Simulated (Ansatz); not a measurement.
Ansatz (a first-principles code) run on VMo₂S₄ (P1, 7 atoms in the cell): relaxation of the atoms.

Computed with LDA (PW92), PAW files made with PBE (plane waves; Ansatz).

The change in words: atoms moved at random; relax: default → atoms; relax.f_tol: default → 0.1 eV/Å. Reference geometry:
```
CELL_PARAMETERS angstrom
      6.40113    -1.61349     0.00000
      6.40113     1.61349     0.00000
     -2.48865     0.00000     5.50591
ATOMIC_POSITIONS crystal
  V  0.98200 0.01532 0.99823
  Mo 0.25202 0.26270 0.31915
  Mo 0.74219 0.73770 0.67792
  S  0.91664 0.87652 0.56079
  S  0.12584 0.09426 0.43662
  S  0.63865 0.63133 0.97350
  S  0.34265 0.38219 0.03379
```
Moments meant for the start (each program seeds them in its own way; μB, in the order of the atoms V Mo Mo S S S S): 2.0 0.0 0.0 0.0 0.0 0.0 0.0.

Reference input (self-consistent single point, DFT, LDA (PW92), plane waves, PAW files made with PBE): basis.ecutwfc = 420 eV; kpoints.mp_grid.grid = 7 7 4; hamiltonian.xc = lda; hamiltonian.pseudopotentials = {kind: paw} (the program's default PAW files); magnetization.spin_polarized = true; scf.occupations.method = methfessel_paxton; scf.occupations.width = 0.136 eV. This run's input differs from it in these lines:

Ansatz 0.2 input:
```diff
@@ -7,9 +7,9 @@
   atoms:
-    - { symbol: V, position: [-0.017998, 0.015315, -0.001772], spin: 2.0 }
-    - { symbol: Mo, position: [0.252021, 0.262698, 0.319150] }
-    - { symbol: Mo, position: [0.742193, 0.737697, 0.677917] }
-    - { symbol: S, position: [0.916643, 0.876515, 0.560793] }
-    - { symbol: S, position: [0.125842, 0.094259, 0.436623] }
-    - { symbol: S, position: [0.638645, 0.631325, 0.973502] }
-    - { symbol: S, position: [0.342654, 0.382192, 0.033787] }
+    - { symbol: V, position: [-0.014064, 0.008794, -0.003253], spin: 2.0 }
+    - { symbol: Mo, position: [0.249749, 0.267037, 0.314214] }
+    - { symbol: Mo, position: [0.754124, 0.731746, 0.680394] }
+    - { symbol: S, position: [0.913406, 0.878340, 0.563256] }
+    - { symbol: S, position: [0.129440, 0.090211, 0.437434] }
+    - { symbol: S, position: [0.630532, 0.638572, 0.972357] }
+    - { symbol: S, position: [0.336813, 0.385302, 0.035598] }
 basis:
@@ -25,2 +25,4 @@
   occupations: { method: methfessel_paxton, width: 0.136 }
+relax:
+  f_tol: 0.1
 output:
```

The program printed (abridged):

```
   [... SCF lines of the steps left out ...]
relax step   1: F+E_penalty+E_count = -16030.25748331 eV  Δ(F+E_penalty+E_count) = +0.000e0 eV  max|allowed force component| = 8.156e-1 eV/Å  Δτ_max = 0.0000 Å  (17 SCF iters, dr2 threshold 1.00e-4 eV, accepted)
relax step   2: F+E_penalty+E_count = -16030.37999707 eV  Δ(F+E_penalty+E_count) = -1.225e-1 eV  max|allowed force component| = 2.789e-1 eV/Å  Δτ_max = 0.1165 Å  (7 SCF iters, dr2 threshold 4.16e-5 eV, accepted)
relax step   3: F+E_penalty+E_count = -16030.39349467 eV  Δ(F+E_penalty+E_count) = -1.350e-2 eV  max|allowed force component| = 8.030e-2 eV/Å  Δτ_max = 0.0209 Å  (9 SCF iters, accepted)
the relaxation's final electronic state is not compared with the one that a single-point calculation of its input finds at the relaxed geometry …
Stability not checked (fill_not_monotonic)
Magnetization: 1.7726 μB (33.3863 up, 31.6137 down)
Absolute magnetization: 1.8610 μB (∫|ρ↑−ρ↓|, with the PAW one-centre terms)
Spin contamination: 0.0580 ħ² per cell (⟨S²⟩ above its minimum at these occupations)
   [... lines left out ...]
Free energy (F): -16030.393495 eV
Fermi energy:    12.949325 eV
   [... lines left out ...]
    - { symbol: S, position: [0.893002899463847, 0.8944206172822973, 0.5652415085812549] }
    - { symbol: S, position: [0.10613238501159124, 0.10705158533402209, 0.43637380945505316] }
    - { symbol: S, position: [0.6390232363820605, 0.6340611211593098, 0.9756275999862409] }
    - { symbol: S, position: [0.36195581273039446, 0.36455450604569395, 0.0241321915386323] }
```

The run converged. 

Summary of the result:
| Item | Result |
|---|---|
| Free energy E − TS (on the zero of these files) | -16030.3935 eV |
| Fermi level (on the code's own zero) | 12.95 eV |
| Pressure | -9.18 GPa |
| Largest force (vector length) | 0.082 eV/Å |
| Size of the cell's spin moment | 1.77 μB |
| Relaxation steps | 3 |

The starting cell comes from a database of computed structures (which also holds hypothetical and non-ambient phases and stackings), without a prior relaxation at this level. Its atoms were displaced at random from the sites of space group no. 12. For this run, on top of that: atoms moved at random. With one magnetic atom in the cell only a parallel order is possible. Ansatz's pressure includes its estimate of the finite-basis (Pulay) stress.

Cost on one core of a shared machine: roughly 6 min.
